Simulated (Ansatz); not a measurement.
Take SiC (space group P6_3mc, No. 186; a = 3.094 Å, c = 10.129 Å) as the base. Axes: x lies along a and z along c of the hexagonal cell.

Level of theory: PBE/PAW in Ansatz (a program for electronic structure), no spin-orbit coupling, earlier PAW set.

Perturbation: an isotropic linear strain of −0.52 %; the atoms relax in the strained cell.

Predict the stress tensor and what it implies for the stiffness.

Stress of the strained cell less that of the base (GPa, compression positive):
```
   3.46    0.00    0.00
   0.00    3.46    0.00
   0.00    0.00    3.41
```

Then B = −ΔP/(ΔV/V₀) with ΔV/V₀ = -0.0155 gives secant stiffness values (nonlinear terms included at this strain): B (at held cell shape, above the free-shape value) ≈ 222 GPa.

Stability against distortions was not tested.
